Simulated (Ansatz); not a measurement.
# Band gap (eV)

Cell A: CuI (zinc blende, F-43m), 2 atoms in the cell; spin state with PBE: run without spin, k-point mesh 10×10×10 on the run's own vectors. Conventional cell: a = b = c = 6.0779 Å, α = β = γ = 90.00°.

Cell B: GaN (wurtzite, P6₃mc), 4 atoms in the cell, k-point mesh 12×12×8 on the run's own vectors. Conventional cell: a = b = 3.218 Å, c = 5.243 Å, α = β = 90.00°, γ = 120.00°.

All numbers come from Ansatz (a program for electronic structure), plane waves with PAW, its default PAW set, cutoff 420 eV, 500 eV for r2SCAN. The structures are at rest with PBE; other levels are single points on them. HSE06 runs on coarser k-point meshes, which give the PBE gaps of the finer ones within 0.03 eV. Neutral cells; Fermi-Dirac smearing of at most 0.05 eV in the solids, energies taken to zero width. The lattices are those relaxed with PBE, so at other levels the solids can be strained, which adds to the spread. The runs are scalar-relativistic, without spin-orbit coupling. No Hubbard U is applied. A dispersion term ran beside these levels; it doesn't touch the electrons. Gaps are highest filled to lowest empty Kohn-Sham level on the run's k-point mesh, states of defects and surfaces included; edges off the mesh make the true gap smaller, and under 0.08 eV counts as none.

```json
[
 {"system": "A", "PBE": "1.10 (direct)", "r2SCAN": "1.59 (direct)", "HSE06": "2.62"},
 {"system": "B", "PBE": "1.71 (direct)", "r2SCAN": "2.12 (direct)", "HSE06": "(withheld)"}
]
```

Question: What belongs in the gaps?

Answer: 
- B, HSE06: 2.94
